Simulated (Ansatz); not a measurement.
The parent structure is KSrCl₃ in the cubic perovskite structure (space group Pm-3m, No. 221; a = 5.636 Å; a hypothetical phase, not in the database extracts checked). Axes: x, y, z lie along the cube axes.

All numbers come from plane-wave PAW DFT at the r2SCAN level (Ansatz, an electronic-structure program, 500 eV), without spin-orbit coupling.

Before the change:

- Pressure: 0.00 GPa
- Band gap: 5.19 eV

The change: the symmetric strain tensor [0.0016 -0.0011 0.0199; -0.0011 0.0024 0.0117; 0.0199 0.0117 -0.0228], atoms relaxed at fixed cell.

Problem. Estimate the effect on the energy relative to the base, pressure and band gap.

Solution. The energy increases by 4.7 meV/atom; the pressure (mean of the normal stresses, compression positive) goes from zero to 0.49 GPa; the band gap remains 5.19 eV.

Semilocal Kohn–Sham gaps tend to fall short of experiment. Whether these cells are dynamically stable was not tested. Many cubic perovskites are stable only at high temperature; tilts and polar distortions were not tested.
